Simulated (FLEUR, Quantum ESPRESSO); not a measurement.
A FLEUR input for a self-consistent single point of Ti₂C (R-3m, 3 atoms in the cell) (DFT, PBEsol, all-electron FLAPW (FLEUR), scalar-relativistic valence):

Input of the input generator:

```
Ti2C
&input film=f /
2.8742338030 1.6594401593 8.9802694698
-2.8742338030 1.6594401593 8.9802694698
0.0000000000 -3.3188788203 8.9802697466
1.0
1.0 1.0 1.0

3
22 0.2454990000 0.2454990000 0.2454990000
22 0.7545010000 0.7545010000 0.7545010000
6 0.5000000000 0.5000000000 0.5000000000

&comp jspins=1 /
&exco xctyp='PBEs' /
&kpt div1=13 div2=13 div3=13 /
&end /
```

```xml
<?xml version="1.0" encoding="UTF-8" standalone="no"?>
<fleurInput fleurInputVersion="0.39">
   <comment>
      Ti2C                                                                                                
   </comment>
   <calculationSetup>
      <cutoffs Kmax="4.5" Gmax="18.0" GmaxXC="18.0" numbands="0"/>
      <scfLoop itmax="80" minDistance="0.00001" maxIterBroyd="40" imix="Anderson" alpha="0.05" precondParam="0.0" spinf="2.0"/>
      <coreElectrons ctail="T" frcor="F" kcrel="0" coretail_lmax="0"/>
      <xcFunctional name="PBEs" relativisticCorrections="F"/>
      <magnetism jspins="1"/>
      <soc l_soc="F" theta="0.0" phi="0.0" spav="F"/>
      <expertModes spex="0" secvar="F"/>
      <geometryOptimization l_f="T" forcealpha="1.0" forcemix="BFGS" epsdisp="0.00001" epsforce="0.00001"/>
      <ldaU l_linMix="F" mixParam="0.05" spinf="1.0"/>
   </calculationSetup>
   <cell>
      <bzIntegration valenceElectrons="28.0" mode="hist" fermiSmearingEnergy="0.00499791">
         <kPointListSelection listName="default-1"/>
         <!-- k-points included here -->
         <xi:include xmlns:xi="http://www.w3.org/2001/XInclude" href="kpts.xml"> </xi:include>
      </bzIntegration>
      <!-- symmetry operations included here -->
      <xi:include xmlns:xi="http://www.w3.org/2001/XInclude" href="sym.xml"> </xi:include>
      <bulkLattice scale="1.0">
         <bravaisMatrix>
            <row-1>    2.8742338030000001     1.6594401593000001     8.9802694697999996</row-1>
            <row-2>   -2.8742338030000001     1.6594401593000001     8.9802694697999996</row-2>
            <row-3>    0.0000000000000000    -3.3188788203000001     8.9802697465999994</row-3>
         </bravaisMatrix>
      </bulkLattice>
   </cell>
   <atomSpecies>
      <species name="Titanium (Ti)" element="Ti" atomicNumber="22">
         <mtSphere radius="2.35" gridPoints="811" logIncrement="0.015"/>
         <atomicCutoffs lmax="10" lnonsphr="8"/>
         <electronConfig flipSpins="F">
            <coreConfig>(1s1/2) (2s1/2) (2p1/2) (2p3/2)</coreConfig>
            <valenceConfig>(3s1/2) (3p1/2) (3p3/2) (4s1/2) (3d3/2) (3d5/2)</valenceConfig>
            <stateOccupation state="(3d3/2)" spinUp="0.4" spinDown="0.4"/>
            <stateOccupation state="(3d5/2)" spinUp="0.6" spinDown="0.6"/>
         </electronConfig>
         <energyParameters s="4" p="4" d="3" f="4"/>
         <lo type="SCLO" l="0" n="3" eDeriv="0"/>
         <lo type="SCLO" l="1" n="3" eDeriv="0"/>
      </species>
      <species name="Carbon (C)" element="C" atomicNumber="6">
         <mtSphere radius="1.33" gridPoints="461" logIncrement="0.022"/>
         <atomicCutoffs lmax="6" lnonsphr="4"/>
         <electronConfig flipSpins="F">
            <coreConfig>(1s1/2)</coreConfig>
            <valenceConfig>(2s1/2) (2p1/2) (2p3/2)</valenceConfig>
            <stateOccupation state="(2p1/2)" spinUp="0.3333333333333" spinDown="0.3333333333333"/>
            <stateOccupation state="(2p3/2)" spinUp="0.6666666666667" spinDown="0.6666666666667"/>
         </electronConfig>
         <energyParameters s="2" p="2" d="3" f="4"/>
      </species>
   </atomSpecies>
   <atomGroups>
      <atomGroup species="Titanium (Ti)">
         <relPos label="                   1">.2454990000 .2454990000 .2454990000</relPos>
         <relPos label="                   2">-.2454990000 -.2454990000 -.2454990000</relPos>
         <force calculate="T" relaxXYZ="TTT"/>
      </atomGroup>
      <atomGroup species="Carbon (C)">
         <relPos label="                   3">1.000/2.000 1.000/2.000 1.000/2.000</relPos>
         <force calculate="T" relaxXYZ="TTT"/>
      </atomGroup>
   </atomGroups>
   <output dos="F" band="F" slice="F">
      <checks vchk="F" cdinf="F"/>
      <bandDOS minEnergy="-.5*Htr" maxEnergy="0.5*Htr" sigma="0.015" storeEVData="T"/>
      <vacuumDOS vacdos="F" integ="F" star="F" nstars="0" locx1="0.0" locy1="0.0" locx2="0.0" locy2="0.0" nstm="0" tworkf="0.0"/>
      <unfoldingBand unfoldBand="F" supercellX="1" supercellY="1" supercellZ="1"/>
      <plotting iplot="0" polar="F">
         <plot TwoD="T" vec1="  1.0  0.0  0.0" vec2="  0.0  1.0  0.0" vec3="  0.0  0.0  1.0" zero="  0.0  0.0  0.0" file="plot"/>
      </plotting>
      <chargeDensitySlicing numkpt="0" minEigenval="0.0" maxEigenval="0.0" nnne="0" pallst="F"/>
      <specialOutput eonly="F"/>
      <magneticCircularDichroism mcd="F" energyLo="-10.0" energyUp="0.0"/>
   </output>
  <!-- We include the file relax.xml here to enable relaxations (see documentation) -->
  <xi:include xmlns:xi="http://www.w3.org/2001/XInclude" href="relax.xml"> <xi:fallback/> </xi:include>
</fleurInput>
```

Problem. Give the Quantum ESPRESSO input for the same structure, mesh, smearing and functional.

Solution. This is the input that was run; spellings and numerical settings could be chosen otherwise.

```fortran
&CONTROL
 calculation = 'scf',
 prefix = 'pwscf',
 outdir = './tmp',
 pseudo_dir = './',
 tprnfor = .true.,
 tstress = .true.,
/
&SYSTEM
 ibrav = 5,
 celldm(1) = 9.5739334313,
 celldm(4) = 0.819742487296,
 nat = 3,
 ntyp = 2,
 ecutwfc = 50,
 ecutrho = 400,
 occupations = 'smearing',
 smearing = 'fermi-dirac',
 degauss = 0.0099958,
 input_dft = 'pbesol',
/
&ELECTRONS
 conv_thr = 1.0e-11,
/
ATOMIC_SPECIES
Ti    47.8670  ti_pbe_v1.4.uspp.F.UPF
C     12.0110  C.pbe-n-kjpaw_psl.1.0.0.UPF
ATOMIC_POSITIONS {angstrom}
Ti    0.0000000000    0.0000000000    3.4999471645
Ti    0.0000000000    0.0000000000   10.7565148355
C     0.0000000000    0.0000000000    7.1282310000
K_POINTS {automatic}
13 13 13  0 0 0
```

Basis settings and potentials, where a program has them, do not carry over. This input uses DFT, PBEsol, plane waves, SSSP 1.1.2 efficiency (PBE) pseudopotentials.

The starting cell comes from a database of computed structures (which also holds hypothetical and non-ambient phases and stackings), without a prior relaxation at this level. Its lattice was rescaled by a random factor within 2.5 % of one.
